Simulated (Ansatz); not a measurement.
**Ga vacancy + 2 H (metastable zinc-blende GaN host)**

Calculation: PBE, PAW (plane waves to 420 eV; Ansatz, an electronic-structure program). A 2×2×2 supercell of 64 sites was used; the energies come from a 2×2×2 shifted sampling of its zone. Sites at the start: the Ga site; 2 H on the vacancy's neighbours. Energies of charged states are corrected for periodic images (point charge plus alignment at distant sites). Dielectric constants: PBE linear response of the host. Host gap at this level: 1.54 eV. A cell of this size leaves errors of a few tenths of an eV. Levels are measured in PBE's own, too narrow, gap. Spin–orbit coupling is left out. Each state is the lowest found from its start.

Formation energies E_f are given with the Fermi level at the valence-band maximum. Chemical conditions: Ga-rich (Δμ(Ga) = 0.00 eV, Δμ(H) = -0.045 eV, bounded by NH3 molecule; only phases computed here count, gases as isolated molecules at 0 K); N-rich (Δμ(Ga) = -0.87 eV, Δμ(H) = -0.34 eV, bounded by NH3 molecule; only phases computed here count, gases as isolated molecules at 0 K). Reference phases: Ga: alpha gallium, H: H2 molecule in a box.

| charge | moment (μB) | largest move off a lattice site (Å) | image correction with alignment (eV) | E_f, Ga-rich (eV) | E_f, N-rich (eV) | above the lowest spin state (eV) |
|---|---|---|---|---|---|---|
| +1† | 0 in all, 0.48 on one atom | 0.23 | -0.13 | – | – | 0.00 |
| +1† | not spin-polarised | 0.15 | -0.20 | – | – | 0.10 |
| 0† | quenched | 0.11 | 0.00 | 2.48 | 2.19 | 0.00 |
| −1 | not spin-polarised | 0.11 | 0.46 | 3.04 | 2.75 | 0.00 |

† Not settled in this cell, so no level is given: charge +1: level within 0.1 eV of a band edge or past it; charge 0: a level filled in part.

Starting moments that weren't kept: charge +1 began with 2 μB and ended with 0.0; charge 0 began with 1 μB and ended with 0.0.
